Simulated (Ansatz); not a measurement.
Response to strain in SnSe2

Start from SnSe$_{2}$ in the CdI2 type structure (space group P-3m1, No. 164; a = 3.826 Å, c = 6.231 Å; layered, stacked along the Cartesian z axis). Axes: x lies along a and z along c of the hexagonal cell.

Strains are applied to the cell and any free atomic positions relax; under biaxial strain the out-of-plane vector relaxes too; under stress the whole cell relaxes.

Computed with r2SCAN+rVV10, PAW, 500 eV (Ansatz, a program for electronic structure; without spin-orbit coupling).

Notes on the quantities. pressure: mean of the normal stresses, compression positive.

| variant | band gap | pressure | shortest interatomic distance |
|---|---|---|---|
| base | 0.94 eV | 0.0 kbar | 2.713 Å |
| biaxial strain −1.91 %, plane normal [001], relaxed out of plane | 0.85 eV | 18.1 kbar | 2.693 Å |
| biaxial strain −1.18 %, plane normal [001], relaxed out of plane | 0.91 eV | 10.8 kbar | 2.701 Å |
| biaxial strain +1.16 %, plane normal [001], relaxed out of plane | 0.85 eV | -9.6 kbar | 2.726 Å |
| isotropic strain −3.35 % | 0.78 eV | 53.0 kbar | 2.670 Å |
| isotropic strain +2.85 % | 0.96 eV | -27.7 kbar | 2.748 Å |
| uniaxial strain ε_xx = +0.75 % | ? | ? | 2.712 Å |
| uniaxial strain ε_zz = −2.70 % | 0.79 eV | 5.9 kbar | 2.711 Å |
| uniaxial stress, 1 GPa tension along z | 0.95 eV | – | 2.713 Å |

Problem. Complete the table.

Solution. 
- uniaxial strain ε_xx = +0.75 %, band gap: 0.89 eV
- uniaxial strain ε_xx = +0.75 %, pressure: -3.8 kbar

Beyond what the load breaks, stability against distortions was not tested.
